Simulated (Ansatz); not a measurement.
Consider BAs in the zinc blende structure (space group F-43m, No. 216; a = 4.768 Å).

The change: cell and atoms relaxed at a pressure of 30 GPa.

Levels (all Ansatz, a quantum-chemistry and plane-wave program, PAW): PBEsol (420 eV, without spin-orbit coupling); r2SCAN (500 eV, without spin-orbit coupling); HSE06 (420 eV, spin-orbit coupling left out).

One geometry, relaxed with PBEsol, under each level:

Notes on the quantities. hole mass: degenerate bands, along [100].

```json
[
 {"level": "PBEsol", "band gap": "0.92 eV", "lowest conduction level above the VBM at special points": "X 1.13 eV; U 1.85 eV; K 1.85 eV; Γ 3.47 eV", "electron mass": "1.1 mₑ along k, 0.21 mₑ across (off the special points)", "hole mass": "0.21, 0.21, 0.29 mₑ (at Γ)", "pressure": "30.00 GPa"},
 {"level": "r2SCAN", "band gap": "1.19 eV", "lowest conduction level above the VBM at special points": "X 1.37 eV; U 2.18 eV; K 2.18 eV; Γ 3.65 eV", "electron mass": "1.1 mₑ along k, 0.20 mₑ across (off the special points)", "hole mass": "0.19, 0.19, 0.28 mₑ (at Γ)", "pressure": "32.63 GPa"},
 {"level": "HSE06", "band gap": "[?]", "lowest conduction level above the VBM at special points": "[?]", "electron mass": "–", "hole mass": "–", "pressure": "–"}
]
```

Question: Give the withheld HSE06 results.

Answer: 
- HSE06, band gap: 1.65 eV
- HSE06, lowest conduction level above the VBM at special points: X 1.83 eV; U 2.65 eV; K 2.65 eV; Γ 4.36 eV

Single points use the geometry relaxed with PBEsol. Their cutoffs differ, which shifts pressures a little. HSE06 gaps are upper bounds (no full band path). Load acts through the strain it causes; cell and atoms are relaxed under it. Masses are band curvatures over ±0.01 Å⁻¹ around the edge. Along k means along the line from Γ to the band edge. Stability against distortions was not tested. No other phases were tried under pressure.
